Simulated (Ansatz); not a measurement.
Take CuI in the zinc blende structure (space group F-43m, No. 216; a = 5.939 Å) as the base.

Levels (all Ansatz, a first-principles code, PAW): PBEsol (420 eV, without spin-orbit coupling); r2SCAN (500 eV, without spin-orbit coupling); HSE06 (420 eV, no spin-orbit coupling).

At the geometry relaxed with PBEsol, these levels gave the following band gaps, in shuffled order: (a) 1.17 eV, (b) 2.76 eV, (c) 1.80 eV.

Problem. Match each gap to its level.

Solution. (a) PBEsol; (b) HSE06; (c) r2SCAN.

Single points use the geometry relaxed with PBEsol. Spin-orbit coupling, missing from the scalar runs, can matter with I. Whether these cells are dynamically stable was not tested. The final runs are not spin-polarised.
